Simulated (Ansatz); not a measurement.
The parent structure is ZnGeP2 in the chalcopyrite structure (space group I-42d, No. 122).

```
CELL_PARAMETERS angstrom
     -2.71213     2.71213     5.35485
      2.71213    -2.71213     5.35485
      2.71213     2.71213    -5.35485
ATOMIC_POSITIONS crystal
  Zn 0.00000 0.00000 0.00000
  Zn 0.75000 0.25000 0.50000
  Ge 0.50000 0.50000 0.00000
  Ge 0.25000 0.75000 0.50000
  P  0.87500 0.87334 0.49834
  P  0.12666 0.62500 0.00166
  P  0.37500 0.37666 0.50166
  P  0.62334 0.12500 0.99834
```

Cartesian axes are those of the cell as printed.

All numbers come from PBEsol in Ansatz (plane waves to 420 eV, PAW, no spin-orbit coupling).

Strains are applied to the cell and any free atomic positions relax; under biaxial strain the out-of-plane vector relaxes too.

One change was made to it. Results:

| quantity | base | after |
|---|---|---|
| smallest direct gap | 1.24 eV | 1.33 eV |
| volume per atom | 19.69 Å³ | 19.53 Å³ |
| width of the top valence band | 1.50 eV | 1.45 eV |

Question: Which change produced these results?
(A) biaxial strain −2.25 %, plane normal [001], relaxed out of plane
(B) biaxial strain −1.50 %, plane normal [001], relaxed out of plane
(C) biaxial strain −0.75 %, plane normal [001], relaxed out of plane

Answer: C, biaxial strain −0.75 %, plane normal [001], relaxed out of plane. For comparison, the volume per atom in the other runs: biaxial strain −2.25 %, plane normal [001], relaxed out of plane gives 19.20 Å³; biaxial strain −1.50 %, plane normal [001], relaxed out of plane gives 19.37 Å³.

Whether these cells are dynamically stable was not tested.

Ansatz is a first-principles code.
